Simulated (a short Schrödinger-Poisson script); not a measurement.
Symmetric double-gate stack, HfO2 on p-type Si(110)

Stack: symmetric double-gate stack, HfO2 on p-type Si(110), at 300 K.

```tsv
layer	material	thickness (nm)	Na (cm⁻³)
1	HfO2	8.7	-
2	Si	2	3e15
3	HfO2	8.7	-
```

The device is made up for the run: typed textbook-type constants, with dimensions and the other settings drawn at random. HfO2: permittivity 22, conduction-band edge (eV) 1.55, gap (eV) 5.7, electron mass (mₑ) 0.2. Si: permittivity 11.7, conduction-band edge (eV) 0, gap (eV) 1.124, Nv at 300 K (cm⁻³) 3.1e19.

Channel valleys (confinement mass, in-plane density-of-states mass, number): Δ4 0.315, 0.324, 4; Δ2 0.19, 0.417, 2. At the gates, both at one voltage, the conduction-band edge of layer 1 lies 1.86 eV − eVg above the Fermi level of the channel. Gaps are held at their typed values at every temperature. Mesh 0.03 nm at interfaces.

Solved with a short Schrödinger-Poisson script written for these runs: 1D Poisson equation in equilibrium, electrons quantum, Hartree (BenDaniel-Duke, 12 states a valley, the channel's in-plane mass for all, wave functions ending at the dielectric), parabolic valleys, classical holes, full ionisation, no traps, pinning or gate leakage.

```csv
Vg (V),electrons (cm⁻²),C (μF/cm²),Δ4 E0 (meV),Δ4 E1 (meV),Δ2 E0 (meV),Δ2 E1 (meV)
0.2,1.93e6,< 0.003,408.4,1302.7,604.7,-
0.3,9.23e7,< 0.003,308.4,1202.7,504.7,-
0.4,4.39e9,0.0275,208.6,1102.9,404.9,-
0.5,1.63e11,0.811,115.0,1009.1,311.3,-
0.6,1.29e12,2.62,60.4,953.5,256.7,-
0.7,3.15e12,3.24,35.6,926.8,231.9,-
0.8,5.26e12,3.47,20.3,909.5,216.6,-
0.9,7.46e12,3.58,9.1,896.1,205.4,-
1,9.71e12,3.64,0.0,-,196.3,-
```

Gate voltages with under 1e6 electrons/cm² are left out.

Subbands count from the Fermi level; a dash marks a level above the dielectric's band edge. The capacitance is that of both gates.
